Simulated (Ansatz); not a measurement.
The parent structure is AlN in the wurtzite structure (space group P6_3mc, No. 186; a = 3.1067 Å, c = 4.9785 Å). Axes: x lies along a and z along c of the hexagonal cell.

Computed with Ansatz (a first-principles code) r2SCAN, no SOC.

Before the change:

- Band gap: 4.88 eV
- Valence-band top at Γ: 0.00, -0.22, -0.22 eV

Modification: tensor shear ε_yz = −1.36 % (engineering shear γ = -0.0272); the atoms relax in the strained cell.

How does this affect the band gap, stress, valence-band top at Γ and energy relative to the base?

The band gap drops by 0.04 eV to 4.84 eV; the stress (xx, yy, zz, yz, xz, xy; compression positive) is (0.03, -0.10, 0.13, 3.35, 0.00, 0.00) GPa; the valence-band top at Γ (three highest levels, from the VBM) changes from 0.00, -0.22, -0.22 eV to 0.00, -0.25, -0.28 eV; the energy increases by 3.0 meV/atom.

Whether these cells are dynamically stable was not tested.
